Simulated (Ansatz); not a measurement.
## SrTiO3: isotropic strain +3.00 %

Base system: SrTiO3 in the cubic perovskite structure (space group Pm-3m, No. 221; a = 3.8911 Å).

Modification: an isotropic linear strain of +3.00 %; the atoms relax in the strained cell.

All numbers come from DFT with PBEsol, PAW potentials and a 420 eV plane-wave cutoff in Ansatz (a program for electronic structure), without spin-orbit coupling. Γ-centred 9×9×9 mesh, Fermi–Dirac width 0.05 eV.

| quantity | base | changed | shift |
|---|---|---|---|
| volume per atom | 11.78 Å³ | 12.88 Å³ | +1.093 Å³ |
| space group | Pm-3m (No. 221) | Pm-3m (No. 221) | – |
| energy relative to the base (free energy F) | 0 meV/atom | +50 meV/atom | +50 meV/atom |
| pressure | -0.1 kbar | -135.7 kbar | -135.65 kbar |
| band gap | 1.85 eV | 1.69 eV | -0.16 eV |
| gap character | indirect, R → Γ | indirect, R → Γ | – |
| smallest direct gap | 2.19 eV | 2.08 eV | -0.116 eV |
| mean gap deformation potential ΔEg/Δln V | – | -1.8 eV | – |
| width of the top valence band | 1.05 eV | 1.01 eV | -0.04 eV |

Final structure:

```xyz
5
Lattice="4.0079 0.0000 0.0000 0.0000 4.0079 0.0000 0.0000 0.0000 4.0079" Properties=species:S:1:pos:R:3 pbc="T T T"
Sr     0.0000     0.0000     0.0000
Ti     2.0039     2.0039     2.0039
O      2.0039     0.0000     2.0039
O      0.0000     2.0039     2.0039
O      2.0039     2.0039     0.0000
```

Cost of the whole job for the changed cell (relaxation, final SCF and bands): around 20 core-seconds (rough).

Stability against distortions was not tested. The final runs are not spin-polarised. Many cubic perovskites are stable only at high temperature; tilts and polar distortions were not tested.
